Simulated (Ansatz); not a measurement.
HfSeS (P3m1, No. 156, 3 atoms in the cell; start mp-1224282) was calculated with PBEsol in Ansatz (plane waves, PAW).

Run with plane-wave cutoff 520 eV, 12×12×6 k mesh (along the axes of the cell as run), Fermi–Dirac smearing 0.01 eV, scalar-relativistic PAW data made under PBE.

Cell (relaxed at this level):

Space group P3m1 (No. 156); a = b = 3.648 Å, c = 6.087 Å, α = β = 90.00°, γ = 120.00°

```csv
atom,site,symmetry,x,y,z
Hf,1a,3m.,0.0000,0.0000,0.9875
Se,1b,3m.,0.3333,0.6667,0.2545
S,1c,3m.,0.6667,0.3333,0.7580
```

Question: Estimate the band gap that the calculation returns.

Answer: 
- band gap: 0.46 eV (on the SCF k mesh)

Note: the relaxation could not lower the start's symmetry, so the cell can be a saddle point above a distorted one; the cell has widely spaced layers and the level no dispersion term, so their spacing and the moduli can rest on weak binding.

Spin–orbit coupling is not included.

Static lattice: no zero-point or thermal effects.

A start named mp-… is a Materials Project structure, which need not be a measured phase.

Ansatz is a quantum-chemistry and plane-wave program.
